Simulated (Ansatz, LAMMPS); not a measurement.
Si well of 13 atomic layers along [001] in random Si0.8Ge0.2, interfaces sharp

Cell 16.58 × 16.58 × 54.92 Å, Si627Ge93, 720 atoms. Prepared with Tersoff's 1989 multicomponent potential (SiCGe.tersoff) (LAMMPS): minimisation. 

That structure was relaxed on with PBE, support functions at accuracy medium on the grid of 370 eV run with Ansatz (an electronic-structure program). Basis: localised support functions (accuracy medium) on a full density matrix. k-points: zone centre alone; occupations: Fermi-Dirac, 0.010 eV; spin polarisation not allowed. No spin-orbit coupling.

Problem. What does DFT change in the classical structure?

Solution. The energy falls by 0.2 meV an atom over 2 steps; atoms move by 0.008 Å root mean square, 0.02 Å at most.
| quantity | classical minimum | after DFT steps |
|---|---|---|
| 4-fold atoms (%) | 100.0 | 100.0 |
| spread of bond angles (°) | 0.8 | 0.9 |
